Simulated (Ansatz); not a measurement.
Take PbS in the rock salt structure (space group Fm-3m, No. 225; a = 5.8450 Å) as the base.

Computed with LDA, PAW, 420 eV (Ansatz, a quantum-chemistry and plane-wave program; spin-orbit coupling left out).

Strains are applied to the cell and any free atomic positions relax.

One change was made to it. Results:

The electron mass comes out as 0.11 mₑ along k, 0.15 mₑ across (at L); the mean gap deformation potential ΔEg/Δln V comes out as +3.6 eV; the pressure goes from zero to -4.09 GPa; the energy increases by 26 meV/atom.

Question: What was done to the base?
(A) isotropic strain +2.00 %
(B) isotropic strain +3.00 %
(C) isotropic strain +2.50 %

Answer: C, isotropic strain +2.50 %. For comparison, the electron mass in the other runs: isotropic strain +2.00 % gives 0.100 mₑ along k, 0.15 mₑ across (at L); isotropic strain +3.00 % gives 0.13 mₑ along k, 0.15 mₑ across (at L).

With Pb present, leaving out spin-orbit coupling can change the band edges. Masses are band curvatures over ±0.01 Å⁻¹ around the edge. Along k means along the line from Γ to the band edge. Whether these cells are dynamically stable was not tested. A zero or small gap of PbS can be the functional's error rather than a property of the material.
